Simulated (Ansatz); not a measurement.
# Lattice constant a of HfPd₂B₂C (model structure, started from the YNi2B2C type, I4/mmm, No. 139, 6 atoms in the cell) at several levels of theory

No measured value is used here.

```tsv
level (code)	value (Å)
PBE (Ansatz)	3.658
PBEsol (Ansatz)	[?]
r²SCAN (Ansatz)	3.631
```

**Question.** Fill in the missing entries.

**Answer.** 
- PBEsol (Ansatz, a program for electronic structure), value (Å): 3.614

Density-functional levels without +SOC have no spin–orbit coupling. Cutoffs differ between the levels. Ansatz's density-functional and Hartree–Fock values are scalar-relativistic unless marked +SOC, with PAW data made under PBE.

A model structure was made by putting elements into a prototype or built by hand; it is no filed structure, need not be a known phase, and can be a saddle point held by its symmetry.
